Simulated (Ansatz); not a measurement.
A computed series for Mo: response to strain

The parent structure is Mo in the bcc (W type) structure (space group Im-3m, No. 229; a = 3.112 Å; relaxed with 0.1 eV smearing). Axes: x, y, z lie along the cube axes.

Strains are applied to the cell and any free atomic positions relax.

Method: LDA (Ansatz, a program for electronic structure; PAW; 420 eV plane waves; no spin-orbit coupling).

Notes on the quantities. energy relative to the base: free energy F; pressure: mean of the normal stresses, compression positive.

```
change                       energy relative to the base  shortest interatomic distance  pressure
---------------------------  ---------------------------  -----------------------------  --------
base                                          0 meV/atom                     5.092 bohr   0.0 GPa
tensor shear ε_xy = +0.86 %                +1.5 meV/atom                     5.063 bohr   0.1 GPa
tensor shear ε_xy = +2.00 %                +8.2 meV/atom                     5.025 bohr   0.3 GPa
tensor shear ε_xy = +0.29 %                +0.2 meV/atom                     5.082 bohr   0.0 GPa
tensor shear ε_xy = +0.57 %                +0.7 meV/atom                     5.073 bohr   0.0 GPa
tensor shear ε_xy = +1.43 %                +4.2 meV/atom                     5.044 bohr   0.2 GPa
tensor shear ε_xy = +1.71 %                +6.0 meV/atom                     5.034 bohr   0.3 GPa
tensor shear ε_xy = +1.14 %                +2.6 meV/atom                     5.054 bohr   0.1 GPa
```

No phonon test of stability was made. The final runs are not spin-polarised.
